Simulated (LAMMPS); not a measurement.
Chemical order in Al (fcc) with 75 % of Al sites Cu, bulk, by atom swaps with MD.

Level of theory: classical MD, pair style eam/alloy, file AlCu.eam.alloy (LAMMPS).

```tsv
T (K)	Warren-Cowley parameter Al-Cu, first shell (negative: neighbours more often than at random; error set to 0.002 at least)	energy change
380	-0.133 ± 0.002	-13 meV/atom
630	-0.103 ± 0.002	-13 meV/atom
880	-0.092 ± 0.002	-11 meV/atom
```

The ± values are statistical; the model's systematic error is not in them.
